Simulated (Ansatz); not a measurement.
**Pt: isotropic strain +1.00 %**

Start from Pt in the fcc (Cu type) structure (space group Fm-3m, No. 225; a = 3.895 Å; relaxed with 0.1 eV smearing).

It is then changed as follows: the cell is scaled by 1.0100 in all directions, atoms relaxed at fixed cell.

All numbers come from LDA/PAW in Ansatz (a first-principles code), no spin-orbit coupling. Settings: 29×29×29 k-points, 0.1 eV Fermi–Dirac smearing.

- Volume per atom: 15.22 Å³ (base 14.78 Å³)
- Space group: Fm-3m (No. 225) (base Fm-3m (No. 225))
- Shortest interatomic distance: 2.782 Å (base 2.754 Å)
- Energy relative to the base (free energy F): +12 meV/atom
- Pressure: -8.4 GPa (base 0.0 GPa)
- Band gap: zero (base zero)

Final structure:

```
Pt
1.0
    0.00000     1.96716     1.96716
    1.96716     0.00000     1.96716
    1.96716     1.96716     0.00000
Pt
1
Direct
  0.00000   0.00000   0.00000
```

No phonon test of stability was made. The final runs are not spin-polarised. Pt lies near a magnetic instability that expansion can trigger; it was not tested.
